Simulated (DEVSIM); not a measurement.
Device: Al/SiO2/n-Si capacitor, at 300 K.

Layer 1 from the left is SiO2, thickness (nm) 1.90. Layer 2 from the left is Si, thickness (nm) 7500, Nd (cm⁻³) 5.8e15.

Metal gate on the left, work function 4.1 eV. Fixed charge at the semiconductor interface 0 cm⁻² (in units of +e); no interface traps.

This is a model device: material constants are rounded textbook-type values typed into the input, and sizes, dopings and lifetimes were drawn at random. Values at 300 K.

SiO2: gap (eV) 9, affinity (eV) 0.9, permittivity 3.9. Si: gap (eV) 1.124, affinity (eV) 4.05, permittivity 11.7, Nc (cm⁻³) 2.86e19, Nv (cm⁻³) 3.1e19.

DEVSIM, 1D Poisson equation in equilibrium, Boltzmann statistics, complete ionisation; no quantum confinement or tunnelling. Metal contacts follow the ideal Schottky-Mott rule: no Fermi-level pinning, no interface dipoles.

### Question
What does the simulation give for the minimum of the low-frequency capacitance, the threshold voltage (band bending 2φF)?

### Answer
minimum of the low-frequency capacitance 0.0300 μF/cm²; threshold voltage (band bending 2φF) -0.87 V.
